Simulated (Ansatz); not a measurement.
The starting structures come from a database of crystals and need not be the phases stable at ambient conditions.

Data:

```
CELL_PARAMETERS angstrom
      3.68318     0.00000     0.00000
     -1.84159     3.18973     0.00000
      1.84159     1.06324     3.00730
ATOMIC_POSITIONS crystal
  Mg 0.00000 0.00000 0.00000
  S  0.00000 0.50000 0.50000
```

Space group of this cell: Fm-3m, rock salt. The cell is taken as given.

The current runs along the normal of the first two printed vectors, the (111) plane. All runs by Ansatz (a program for electronic structure), plane waves and PAW, without spin-orbit coupling; the base is r2SCAN.

```tsv
run	mean pressure (GPa)	gap (eV)	mid-gap κ (1/Å)
base	-0.3	3.46	0.241
all lengths scaled by 0.98	5.1	3.58	0.251
all lengths scaled by 1.02	-4.4	?	?
lda in place of r2scan	-3.5	?	?
lengths across the current scaled by 0.98, ions clamped	3.2	3.46	?
lengths across the current scaled by 1.02, ions clamped	-3.1	3.25	0.233
lengths along the current scaled by 0.97, ions clamped	2.3	3.31	0.246
lengths along the current scaled by 1.03, ions clamped	-2.5	3.28	0.238
pbesol in place of r2scan	-1.2	2.70	0.202
```

Some entries are withheld; supply them.


- all lengths scaled by 1.02, gap (eV): 3.33
- all lengths scaled by 1.02, mid-gap κ (1/Å): 0.230
- lda in place of r2scan, gap (eV): 2.55
- lda in place of r2scan, mid-gap κ (1/Å): 0.197
- lengths across the current scaled by 0.98, ions clamped, mid-gap κ (1/Å): 0.250
